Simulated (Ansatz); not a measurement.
## CdTe under a change: isotropic strain +0.50 %

The parent structure is CdTe in the zinc blende structure (space group F-43m, No. 216; a = 6.489 Å).

It is then changed as follows: the cell is scaled by 1.0050 in all directions; the atoms relax in the strained cell.

Calculations: PBEsol/PAW in Ansatz (a program for electronic structure), no spin-orbit coupling. Settings: 9×9×9 k-points, 0.05 eV Fermi–Dirac smearing.

The space group stays F-43m (No. 216) and the shortest interatomic distance goes up by 0.014 Å to 2.824 Å. The energy goes up by 0.9 meV/atom and the band gap decreases by 0.04 eV (0.65 eV → 0.61 eV). The gap character is still direct at Γ and the width of the top valence band decreases by 0.06 eV to 2.15 eV. The electron mass changes from 0.055 mₑ (at Γ) to 0.052 mₑ (at Γ) and the hole mass (degenerate bands, along [100]) changes from 0.056, 0.51, 0.51 mₑ (at Γ) to 0.053, 0.52, 0.52 mₑ (at Γ). The valley order (the lowest conduction-band minima on the path, energy above the VBM, named in the base's zone) becomes Γ 0.61 eV; L along ⟨111⟩ 1.72 eV (base: Γ 0.65 eV; L along ⟨111⟩ 1.74 eV).

Spin-orbit coupling, missing from the scalar runs, can matter with Te. Effective masses come from finite differences of ±0.01 Å⁻¹. No phonon test of stability was made.
